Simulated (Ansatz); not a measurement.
# CsCl-type GdRh

The numbers are results of r²SCAN (plane waves, PAW; Ansatz, a quantum-chemistry and plane-wave program), not measurements.

Run with plane-wave cutoff 500 eV, 16×16×16 k mesh, Fermi–Dirac smearing 0.1 eV, spin-polarised start, scalar-relativistic PAW data made under PBE.

Cell (relaxed at this level):

Space group Pm-3m (No. 221); a = b = c = 3.446 Å, α = β = γ = 90.00°

```
atom  site  symmetry       x       y       z
----  ----  --------  ------  ------  ------
Gd      1a      m-3m  0.0000  0.0000  0.0000
Rh      1b      m-3m  0.5000  0.5000  0.5000
```

- equilibrium volume per atom = 20.47 Å³/atom
- lattice parameter a = 3.446 Å

Note: the magnetic order was assumed, not searched for or taken from measurement; the 4f shell is treated without U or exact exchange, so its levels and filling can be wrong.

Spin–orbit coupling is not included.

The computed numbers hold no vibrational or temperature effects.

The result took roughly 4 core-minutes.
